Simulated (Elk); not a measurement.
Worked example: self-consistent single point of V3Cr (Fm-3m, 4 atoms in the cell) in Elk.

Method: PBEsol, all-electron FP-LAPW, Elk's shipped species files, default APW+lo basis run with Elk 10.2.4.

```yaml
crystal:
  lattice:
    - [0.00000, 2.94043, 2.94043]
    - [2.94043, 0.00000, 2.94043]
    - [2.94043, 2.94043, 0.00000]
  atoms:
    - { symbol: V, position: [0.25000, 0.25000, 0.25000] }
    - { symbol: V, position: [0.75000, 0.75000, 0.75000] }
    - { symbol: V, position: [0.50000, 0.50000, 0.50000] }
    - { symbol: Cr, position: [0.00000, 0.00000, 0.00000] }
```

Reference input (self-consistent single point, DFT, PBEsol, all-electron FP-LAPW, Elk's shipped species files, default APW+lo basis): xctype = 22; stype = 0; swidth = 0.00499791 Ha; ngridk = 6 6 6; rmtscf = 0.94; maxscl = 100. This run's input differs from it in these lines:

```diff
@@ -41,3 +41,3 @@
 ngridk
-  6 6 6
+  7 7 7
```

The program printed (abridged):

```
│ Self-consistent loop started │
│ Loop number : 1 │
 total energy                :     -3880.51628559
│ Loop number : 2 │
 total energy                :     -3880.54384776
RMS change in Kohn-Sham potential (target) :   0.8709556353     (  0.1000000000E-05)
Absolute change in total energy (target)   :   0.2756217476E-01 (  0.1000000000E-03)
│ Loop number : 3 │
 total energy                :     -3884.14639084
RMS change in Kohn-Sham potential (target) :   0.7806155201     (  0.1000000000E-05)
Absolute change in total energy (target)   :    3.609433619     (  0.1000000000E-03)
│ Loop number : 4 │
   [... lines left out ...]
Absolute change in total energy (target)   :   0.9172845225E-03 (  0.1000000000E-03)
│ Loop number : 18 │
 total energy                :     -3894.92010955
RMS change in Kohn-Sham potential (target) :   0.4874922483E-05 (  0.1000000000E-05)
Absolute change in total energy (target)   :   0.2885173622E-03 (  0.1000000000E-03)
│ Loop number : 19 │
 total energy                :     -3894.92009520
RMS change in Kohn-Sham potential (target) :   0.9887161839E-06 (  0.1000000000E-05)
Absolute change in total energy (target)   :   0.5777460774E-04 (  0.1000000000E-03)
Convergence targets achieved

│ Loop number : 20 │

Energies :
 Fermi                       :     0.365820647012
 total energy                :     -3894.92008846

Density of states at Fermi energy :    153.4001876
 (states/Hartree/unit cell)

Estimated indirect band gap :   0.1986095239E-02
 from k-point     18 to k-point      6
Estimated direct band gap   :   0.2988694560E-02
 at k-point      6

Charges :
 core                        :    40.00000000
 valence                     :    53.00000000
 interstitial                :    6.156598028
 muffin-tins (core leakage)
  species :    1 (V)
   atom    1                 :    21.41562778     (  0.5805436132E-09)
   atom    2                 :    21.41562778     (  0.5805436132E-09)
   atom    3                 :    21.43757951     (  0.5883276089E-09)
  species :    2 (Cr)
   atom    1                 :    22.57456690     (  0.8598988188E-10)
 total in muffin-tins        :    86.84340197
 total calculated charge     :    93.01700556
 total charge                :    93.00000000
 error                       :   0.1700555558E-01

│ Self-consistent loop stopped │
```

The run converged in 20 iterations. The count includes the last loop, which Elk runs after its targets are met. Against the reference run the total energy rises by 6.4 meV/atom.

The starting cell comes from a database of computed structures (which also holds hypothetical and non-ambient phases and stackings), without a prior relaxation at this level. Spin polarisation is off. Values depend on the basis (sphere radii, cutoffs, local orbitals), which need not be converged. The log's line on a gap gives a spacing of levels on this mesh, which the program prints for metals too.
